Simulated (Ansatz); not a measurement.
Band structure of LaAlH6 (R-3m, 8 atoms in the cell).

```yaml
crystal:
  lattice:
    - [3.27429, 1.89041, 2.10762]
    - [-3.27429, 1.89041, 2.10762]
    - [0.00000, -3.78082, 2.10762]
  atoms:
    - { symbol: La, position: [0.50000, 0.50000, 0.50000] }
    - { symbol: Al, position: [0.00000, 0.00000, 0.00000] }
    - { symbol: H, position: [0.93995, 0.29183, 0.29183] }
    - { symbol: H, position: [0.06005, 0.70817, 0.70817] }
    - { symbol: H, position: [0.29183, 0.93995, 0.29183] }
    - { symbol: H, position: [0.70817, 0.06005, 0.70817] }
    - { symbol: H, position: [0.29183, 0.29183, 0.93995] }
    - { symbol: H, position: [0.70817, 0.70817, 0.06005] }
```

Method of the run: PBEsol, PAW files made with PBE (plane waves; Ansatz, a quantum-chemistry and plane-wave program).

Settings: kpoints.mp_grid.grid = 6 6 6; hamiltonian.xc = pbesol; hamiltonian.pseudopotentials = {kind: paw} (an earlier, softer set of the program's PAW files); scf.occupations.method = fixed; kpoints.band_path.npoints = 8.

The starting cell comes from a database of computed structures (which also holds hypothetical and non-ambient phases and stackings), without a prior relaxation at this level. Its lattice was rescaled by a random factor within 2.5 % of one.

Q: Predict the gap along the standard path and the places of the band edges.

A: The gap along the path is 2.29 eV, from L to Γ; the smallest direct gap on it is 2.89 eV.

Levels in eV from the top of the valence band on the path, bands 7 to 14:
```
point      7      8      9     10    11    12    13    14
-----  -----  -----  -----  -----  ----  ----  ----  ----
Γ      -2.23  -1.75  -1.75  -1.67  2.29  3.40  3.49  3.55
P      -3.25  -3.25  -1.40  -1.40  3.04  3.55  3.55  3.59
Z      -3.32  -3.32  -1.38  -1.38  3.07  3.54  3.54  3.63
Q      -3.13  -3.11  -1.35  -1.35  3.04  3.48  3.48  3.57
F      -2.92  -2.88  -1.30  -0.63  2.39  3.21  3.25  3.58
P1     -3.25  -3.25  -1.40  -1.40  3.04  3.55  3.55  3.59
Q1     -3.13  -3.11  -1.35  -1.35  3.04  3.48  3.48  3.57
L      -2.84  -2.73  -0.33   0.00  3.08  3.17  3.38  3.47
```

Keys are those of Ansatz 0.2.
